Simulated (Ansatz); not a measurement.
The reference is Ag in the fcc (Cu type) structure (space group Fm-3m, No. 225; a = 4.054 Å).

The change: a hydrostatic pressure of 4.2 GPa.

Levels (all Ansatz, a first-principles code, PAW): PBEsol (420 eV, without spin-orbit coupling); PBEsol+SOC (420 eV, with spin-orbit coupling).

The geometry is relaxed with PBEsol.

```
Quantity          Result
---------------  -------
PBEsol pressure  4.2 GPa
```

With PBEsol+SOC at the same geometry, the pressure shrinks by 0.2 GPa, from 4.2 GPa to 4.0 GPa.

Single points use the geometry relaxed with PBEsol. The spin-orbit shifts are approximate. Load acts through the strain it causes; cell and atoms are relaxed under it. No phonon test of stability was made.
